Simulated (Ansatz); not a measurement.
Take W in the bcc (W type) structure (space group Im-3m, No. 229; a = 3.1542 Å; relaxed with 0.1 eV smearing) as the base.

All numbers come from PBEsol (Ansatz, a quantum-chemistry and plane-wave program, PAW, no spin-orbit coupling).

Strains are applied to the cell and any free atomic positions relax.

One change was made to it. Results:

```json
[
 {"quantity": "pressure", "base": "0.0 GPa", "after": "-4.7 GPa"},
 {"quantity": "energy relative to the base (free energy F)", "base": "0 meV/atom", "after": "+3.5 meV/atom"},
 {"quantity": "band gap", "base": "zero", "after": "zero"}
]
```

Problem. Which of these changes matches the shifts?
(A) isotropic strain +3.00 %
(B) isotropic strain +1.00 %
(C) isotropic strain −2.00 %
(D) isotropic strain +0.50 %

Solution. D, isotropic strain +0.50 %. For comparison, the energy relative to the base in the other runs: isotropic strain +3.00 % gives +117 meV/atom; isotropic strain +1.00 % gives +14 meV/atom; isotropic strain −2.00 % gives +61 meV/atom.

No phonon test of stability was made. The final runs are not spin-polarised.
